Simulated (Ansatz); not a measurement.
Take MgO in the rock salt structure (space group Fm-3m, No. 225) as the base.

```yaml
crystal:
  lattice:
    - [0.00000, 2.07958, 2.07958]
    - [2.07958, 0.00000, 2.07958]
    - [2.07958, 2.07958, 0.00000]
  atoms:
    - { symbol: Mg, position: [0.00000, 0.00000, 0.00000] }
    - { symbol: O, position: [0.50000, 0.50000, 0.50000] }
```

Calculations: LDA (Ansatz, a first-principles code, PAW, no spin-orbit coupling).

Before the change:

```
Property               Result
-------------  --------------
Electron mass  0.36 mₑ (at Γ)
```

Now apply this change: an isotropic linear strain of +2.00 %; the atoms relax in the strained cell.

**Question.** Estimate the effect on the electron mass, energy relative to the base and mean gap deformation potential ΔEg/Δln V.

**Answer.** The electron mass becomes 0.34 mₑ (at Γ) (base: 0.36 mₑ (at Γ)); the energy rises by 16 meV/atom; the mean gap deformation potential ΔEg/Δln V comes out as -9.8 eV.

Masses are band curvatures over ±0.01 Å⁻¹ around the edge. Stability against distortions was not tested.
